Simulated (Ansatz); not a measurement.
## Carrier properties of BeS under load (space group F-43m)

```
CELL_PARAMETERS angstrom
      0.00000     2.45167     2.45167
      2.45167     0.00000     2.45167
      2.45167     2.45167     0.00000
ATOMIC_POSITIONS crystal
  Be 0.00000 0.00000 0.00000
  S  0.75000 0.75000 0.75000
```

Level of theory: r2SCAN with spin-orbit coupling, rigid bands (plane waves, PAW; Ansatz, a program for electronic structure). Condition of this run: hydrostatic pressure -2 GPa (the target of the relaxation). Geometry: cell and atoms relaxed with r2SCAN, then loaded as said.

| Item | Value |
|---|---|
| band gap | 3.61 eV |
| electron conductivity mass (300 K, dilute) | 0.38 mₑ |
| hole conductivity mass (300 K, dilute) | 0.81 mₑ |
| effective density of states N_c (300 K) | 2.1e19 cm⁻³ |
| effective density of states N_v (300 K) | 4.7e19 cm⁻³ |
| density-of-states mass, electrons | 0.88 mₑ |
| density-of-states mass, holes | 1.53 mₑ |
| Seebeck coefficient, n-type 1e19 cm⁻³, 300 K | -277 μV/K |
| best n-type power factor at 300 K for τ = 10 fs (best axis; densities from 1e16 to 1e21 cm⁻³ tried, whether or not they can be reached) | 8.6 μW/(cm·K²) at 1e20 cm⁻³ |
| Seebeck coefficient, p-type 1e19 cm⁻³, 300 K | 374 μV/K |
| best p-type power factor at 300 K for τ = 10 fs (best axis; densities from 1e16 to 1e21 cm⁻³ tried, whether or not they can be reached) | 16.8 μW/(cm·K²) at 3e20 cm⁻³ |

Rigid bands; masses and Seebeck coefficients take one relaxation time τ for all states and one kind of carrier; polarons and phonon drag are left out.
